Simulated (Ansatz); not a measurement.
Carrier properties of AgBr (Fm-3m)

```xyz
2
Lattice="0.0000 2.8370 2.8370 2.8370 0.0000 2.8370 2.8370 2.8370 0.0000" Properties=species:S:1:pos:R:3 pbc="T T T"
Ag     0.0000     0.0000     0.0000
Br     2.8370     2.8370     2.8370
```

Method: PBEsol with spin-orbit coupling, rigid bands (plane waves, PAW; Ansatz, a first-principles code). Condition of this run: spin-orbit coupling switched on. Geometry: cell and atoms relaxed with PBEsol.

| Item | Result |
|---|---|
| band gap | 0.42 eV |
| electron conductivity mass (300 K, dilute) | 0.187 mₑ |
| hole conductivity mass (300 K, dilute) | 0.64 mₑ |
| effective density of states N_c (300 K) | 2.0e18 cm⁻³ |
| effective density of states N_v (300 K) | 5.7e19 cm⁻³ |
| density-of-states mass, electrons | 0.185 mₑ |
| density-of-states mass, holes | 1.73 mₑ |
| Seebeck coefficient, n-type 1e19 cm⁻³, 300 K | -109 μV/K |
| Seebeck coefficient, p-type 1e19 cm⁻³, 300 K | 409 μV/K |

Rigid bands; masses and Seebeck coefficients take one relaxation time τ for all states and one kind of carrier; polarons and phonon drag are left out.
